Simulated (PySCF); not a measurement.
PySCF 2.14.0, B3LYP/def2-svp, df: CO[Si@H]([SiH3])CF, 15 atoms. The geometry is a generated start, not checked to be a minimum at this level.

- task = energy and gradient
- method = b3lyp
- basis = def2-svp
- two-electron scheme = density fitting
- mol.max_memory = 7000 MB
- mf.init_guess = minao (default)
- mf.DIIS = CDIIS (default)
- mf.diis_space = 8 (default)
- mf.conv_tol = 1e-09 (default)
- basis functions (reference run) = 137
- grid points (reference run) = 1200504

```xyz
15

C     -1.8263    -0.9773     0.6529
O     -1.3671    -0.6848    -0.6598
Si    -0.0368     0.3098    -0.8579
Si     1.9466    -0.8536    -0.5254
C      0.0098     1.7804     0.2588
F      0.0257     1.3653     1.5575
H     -1.0414    -1.4393     1.2619
H     -2.6519    -1.6912     0.5709
H     -2.2094    -0.0766     1.1450
H     -0.0541     0.7857    -2.2686
H      1.9920    -1.4397     0.8418
H      2.0841    -1.9577    -1.5141
H      3.1047     0.0674    -0.6893
H     -0.8731     2.4124     0.1286
H      0.8971     2.3992     0.0976
```

Yardstick: the run with mf.grids.level = 8, which is not proven converged either. Single runs; times are not shown.

Measured:

```csv
setting,grid points,energy against the reference,difference in forces (largest component)
the reference,1200504,—,—
mf.grids.level = 6,692168,under 0.001 meV/atom,0.19 meV/Å
mf.grids.level = 5,471776,−0.0027 meV/atom,0.35 meV/Å
mf.grids.level = 4,313520,under 0.001 meV/atom,0.56 meV/Å
mf.grids.level = 3 (default),183216,+0.011 meV/atom,4.0 meV/Å
mf.grids.level = 2,117432,+0.028 meV/atom,5.1 meV/Å
mf.grids.level = 1,55912,−0.15 meV/atom,22 meV/Å
```

Task: Estimate the difference from the reference for mf.grids.level = 0.

Result: grid points: 13176; energy against the reference: +210 meV/atom; difference in forces (largest component): 120 meV/Å. Total energies are compared; such shifts often cancel in part in energy differences. The gradients leave out the derivatives of the grid weights.
